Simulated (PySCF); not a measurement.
PySCF 2.14.0, MP2 (frozen core)/def2-svp: octasulfur (S1SSSSSSS1), 8 atoms. The geometry is a generated start, not checked to be a minimum at this level.

```
Property                                              Result
-------------------------------  ---------------------------
task                                                     mp2
basis                                               def2-svp
two-electron scheme              exact four-centre integrals
frozen core                                             true
mf.init_guess                                minao (default)
mf.DIIS                                      CDIIS (default)
mf.diis_space                                    8 (default)
mf.conv_tol                                  1e-09 (default)
basis functions (reference run)                          144
```

On 4 threads, 1 BLAS thread. Build: conda-forge: OpenMP (GNU), OpenBLAS with its own threads, libcint, Libxc. One run each, on a shared machine, so no times are given.

Values of mol.max_memory tried: 8000 MB, 4000 MB, 2000 MB, 1000 MB, 500 MB, 300 MB, 200 MB.

### Question
Which of these memory settings still run, and by which path?

### Answer
It runs down to 200 MB, the lowest tried, with the same result. At 8000 MB: SCF integrals in memory, transformation in memory. From 500 MB down: direct SCF, transformation through a file.

| mol.max_memory | path | peak memory |
|---|---|---|
| 8000 MB | SCF integrals in memory, transformation in memory | 0.70 GiB |
| 4000 MB | SCF integrals in memory, transformation in memory | 0.70 GiB |
| 2000 MB | SCF integrals in memory, transformation in memory | 0.70 GiB |
| 1000 MB | SCF integrals in memory, transformation in memory | 0.70 GiB |
| 500 MB | direct SCF, transformation through a file | 0.57 GiB |
| 300 MB | direct SCF, transformation through a file | 0.57 GiB |
| 200 MB | direct SCF, transformation through a file | 0.57 GiB |

Peak memory is the kernel's count for the largest process, libraries included and scratch files not. The peak passes the setting at 500 MB, 300 MB, 200 MB: it is no hard cap. MP2's transformation through a file may take 2000 MB even at lower settings.
